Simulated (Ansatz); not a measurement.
Consider the formation energy of O_i in Al (fcc, Fm-3m). Reaction: 32 Al (fcc) + 1/2 O2 (gas) → cell A.

Cell A: a supercell of 32 sites of Al (fcc, Fm-3m) with O off the lattice sites (6 Al at 2.12 Å); spin state with PBE: run without spin, k-point mesh 5×5×5.
```
Al32O
1.0
    8.08113     0.00000     0.00000
    0.00000     8.08113     0.00000
    0.00000     0.00000     8.08113
Al O
32 1
Cartesian
  0.00000   0.00000   0.01307
  0.00000   2.00721   2.02028
  2.00721   0.00000   2.02028
  2.01953   2.01953   0.00075
  0.00000   0.00000   4.02749
  0.00000   1.98568   6.06085
  1.98568   0.00000   6.06085
  2.01953   2.01953   4.03981
  0.00000   4.04057   0.03460
  0.00000   6.07393   2.02028
  1.98568   4.04057   2.02028
  2.01953   6.06161   0.00075
  0.00000   4.04057   4.00597
  0.00000   6.09545   6.06085
  1.92294   4.04057   6.06085
  2.01953   6.06161   4.03981
  4.04057   0.00000   0.03460
  4.04057   1.98568   2.02028
  6.07393   0.00000   2.02028
  6.06161   2.01953   0.00075
  4.04057   0.00000   4.00597
  4.04057   1.92294   6.06085
  6.09545   0.00000   6.06085
  6.06161   2.01953   4.03981
  4.04057   4.04057   0.09734
  4.04057   6.09545   2.02028
  6.09545   4.04057   2.02028
  6.06161   6.06161   0.00075
  4.04057   4.04057   3.94323
  4.04057   6.15819   6.06085
  6.15819   4.04057   6.06085
  6.06161   6.06161   4.03981
  4.04057   4.04057   6.06085
```

Reference: Al (fcc, Fm-3m), 32 atoms in the cell, the relaxed perfect crystal repeated, atoms not moved again, k-point mesh 5×5×5 on the run's own vectors.

Reference: an isolated O2 molecule (triplet) in a box of 11 × 11 × 13 Å.

Computed with Ansatz (plane waves, PAW), its PAW set soft_1, cutoff 420 eV. The structures are at rest with PBE, within the held lattices. Neutral cells; Fermi-Dirac smearing of at most 0.10 eV in the solids, energies taken to zero width. Larger cells are relaxed from a start prepared with the learned potential CHGNet, on a coarser mesh till forces fall under 0.03 eV/Å, which some starts already meet. A dispersion term (D3(BJ), or D4 for r2SCAN) was computed beside these levels and is taken off wherever the name lacks it. Space groups of crystals are read within 0.01 Å. No zero-point or thermal terms. Cells are local rest points, mostly with their start's symmetry. No correction for cell size. Mesh and cell size may move defect energies by 0.1 eV or more. Cell A has symmetry Pm-3m within 0.02 Å and got no random move, so less symmetric positions, which may lie lower, weren't tried.

Q: What is the computed value (PBE)?

A: -1.96 eV, for 32 Al (fcc) + 1/2 O2 (gas) → cell A.

Ansatz is a first-principles code.
